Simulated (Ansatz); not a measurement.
Band structure of Te2Ru (Pnnm, 6 atoms in the cell).

```xyz
6
Lattice="5.2760 0.0000 0.0000 0.0000 6.3712 0.0000 0.0000 0.0000 3.9997" Properties=species:S:1:pos:R:3 pbc="T T T"
Te     1.1597     2.3376     0.0000
Te     4.1163     4.0335     0.0000
Te     3.7977     0.8479     1.9999
Te     1.4783     5.5232     1.9999
Ru     0.0000     0.0000     0.0000
Ru     2.6380     3.1856     1.9999
```

Method of the run: PBEsol, PAW files made with PBE (plane waves; Ansatz, a first-principles code).

Settings: kpoints.mp_grid.grid = 3 3 4; hamiltonian.xc = pbesol; hamiltonian.pseudopotentials = {kind: paw} (an earlier, softer set of the program's PAW files); scf.occupations.method = fermi_dirac; scf.occupations.width = 0.01 eV; kpoints.band_path.npoints = 8.

The starting cell comes from a database of computed structures (which also holds hypothetical and non-ambient phases and stackings), without a prior relaxation at this level. Its lattice was rescaled by a random factor within 2.5 % of one. Spin-orbit coupling is off.

### Question
Predict the gap along the standard path and the places of the band edges.

### Answer
The gap along the path is 0.28 eV, from a point between Y and Γ to U; the smallest direct gap on it is 1.09 eV.

Levels in eV from the top of the valence band on the path, bands 45 to 52:
```json
[
 {"point": "Γ", "45": "-1.68", "46": "-1.50", "47": "-0.93", "48": "-0.65", "49": "0.87", "50": "1.00", "51": "2.41", "52": "3.27"},
 {"point": "X", "45": "-1.46", "46": "-1.46", "47": "-1.39", "48": "-1.39", "49": "1.16", "50": "1.16", "51": "1.55", "52": "1.55"},
 {"point": "S", "45": "-1.39", "46": "-1.39", "47": "-1.27", "48": "-1.27", "49": "1.06", "50": "1.06", "51": "1.29", "52": "1.29"},
 {"point": "Y", "45": "-1.24", "46": "-1.24", "47": "-0.38", "48": "-0.38", "49": "1.26", "50": "1.26", "51": "2.03", "52": "2.03"},
 {"point": "Z", "45": "-1.35", "46": "-1.35", "47": "-0.82", "48": "-0.82", "49": "0.62", "50": "0.62", "51": "2.50", "52": "2.50"},
 {"point": "U", "45": "-2.19", "46": "-2.19", "47": "-1.38", "48": "-1.38", "49": "0.28", "50": "0.28", "51": "2.13", "52": "2.13"},
 {"point": "R", "45": "-1.34", "46": "-1.34", "47": "-1.07", "48": "-1.07", "49": "0.99", "50": "0.99", "51": "1.99", "52": "1.99"},
 {"point": "T", "45": "-1.26", "46": "-1.26", "47": "-0.87", "48": "-0.87", "49": "0.97", "50": "0.97", "51": "2.20", "52": "2.20"}
]
```

Keys are those of Ansatz 0.2.
